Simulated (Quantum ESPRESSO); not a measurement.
Quantum ESPRESSO run on Mg14NbSn (P1, 16 atoms in the cell): self-consistent single point.

Method: PBEsol, SSSP 1.1.2 efficiency (PBE) pseudopotentials (plane waves; Quantum ESPRESSO 7.5).

The change in words: lattice scaled by 1.015. Reference geometry:
```
Mg14NbSn
1.0
    6.31883     0.00000     0.00000
   -3.15942     5.47227     0.00000
    0.00000     0.00000    10.27710
Mg Nb Sn
14 1 1
Direct
  0.00150   0.50219   0.00016
  0.51459   0.00434   0.99894
  0.49456   0.49278   0.99794
  0.00603   0.50436   0.50084
  0.50114   0.99667   0.49711
  0.48017   0.48913   0.50666
  0.15520   0.82193   0.25541
  0.67170   0.84149   0.74252
  0.15580   0.31735   0.25990
  0.16713   0.83753   0.74296
  0.66919   0.82978   0.25291
  0.16238   0.32618   0.74643
  0.68139   0.35084   0.25502
  0.66815   0.32814   0.74660
  0.00311   0.01344   0.49929
  0.00129   0.01050   0.99732
```

Reference input (self-consistent single point, DFT, PBEsol, plane waves, SSSP 1.1.2 efficiency (PBE) pseudopotentials): ecutwfc = 50 Ry; ecutrho = 400 Ry; occupations = smearing; smearing = marzari-vanderbilt; degauss = 0.0073499 Ry; input_dft = pbesol; K_POINTS = automatic 4 4 2 0 0 0; conv_thr = 1e-10 Ry. This run's input differs from it in these lines:

```diff
@@ -47,5 +47,5 @@
 CELL_PARAMETERS {angstrom}
-   6.31883000     0.00000000     0.00000000
-  -3.15941500     5.47226700     0.00000000
-   0.00000000     0.00000000    10.27710000
+   6.41361200     0.00000000     0.00000000
+  -3.20680600     5.55435100     0.00000000
+   0.00000000     0.00000000    10.43125600
```

Output, abridged:

```
     Self-consistent Calculation

     iteration #  1     ecut=    50.00 Ry     beta= 0.70

---- Real-time Memory Report at c_bands before calling an iterative solver
          1107 MiB given to the printing process from OS
           339 MiB allocation reported by mallinfo(arena+hblkhd)
------------------

     total energy              =    -943.57091057 Ry
     estimated scf accuracy    <      10.08644243 Ry

     iteration #  2     ecut=    50.00 Ry     beta= 0.70

---- Real-time Memory Report at c_bands before calling an iterative solver
          1333 MiB given to the printing process from OS
   [... lines left out ...]

---- Real-time Memory Report at c_bands before calling an iterative solver
          1376 MiB given to the printing process from OS
           413 MiB allocation reported by mallinfo(arena+hblkhd)
------------------

     total energy              =    -951.40684088 Ry
     estimated scf accuracy    <          2.6E-10 Ry

     iteration # 19     ecut=    50.00 Ry     beta= 0.70

---- Real-time Memory Report at c_bands before calling an iterative solver
          1376 MiB given to the printing process from OS
           413 MiB allocation reported by mallinfo(arena+hblkhd)
------------------
     End of self-consistent calculation

     the Fermi energy is     4.6640 ev

!    total energy              =    -951.40684088 Ry
     estimated scf accuracy    <          4.4E-11 Ry
     smearing contrib. (-TS)   =       0.00016489 Ry
     internal energy E=F+TS    =    -951.40700577 Ry

      -> PAW hartree energy AE =      78.87827886 Ry
      -> PAW hartree energy PS =     -78.48109538 Ry
      -> PAW xc energy AE      =    -675.98776162 Ry
      -> PAW xc energy PS      =      44.81926067 Ry
      -> total E_H with PAW    =     110.60918408 Ry
      -> total E_XC with PAW   =    -728.90231430 Ry

     convergence has been achieved in  19 iterations

     Forces acting on atoms (cartesian axes, Ry/au):

     atom    1 type  1   force =    -0.00165352    0.00360725   -0.00009624
   [... lines left out ...]

     Total force =     0.042369     Total SCF correction =     0.000003

          total   stress  (Ry/bohr**3)                   (kbar)     P=      -29.42
  -0.00019311   0.00001116   0.00000046          -28.41        1.64        0.07
   0.00001116  -0.00018715  -0.00000775            1.64      -27.53       -1.14
   0.00000046  -0.00000775  -0.00021972            0.07       -1.14      -32.32

   JOB DONE.
```

The run converged in 19 iterations. Against the reference run the free energy goes up by 13.1 meV/atom, the pressure goes from -1.24 to -2.94 GPa and the largest force goes from 0.531 to 0.446 eV/Å.

The starting cell comes from a database of computed structures (which also holds hypothetical and non-ambient phases and stackings), without a prior relaxation at this level. Its atoms were displaced at random from the sites of space group no. 187. For this run, on top of that: lattice scaled by 1.015. Spin polarisation is off.

Cost on one core of a shared machine: roughly 10 min.
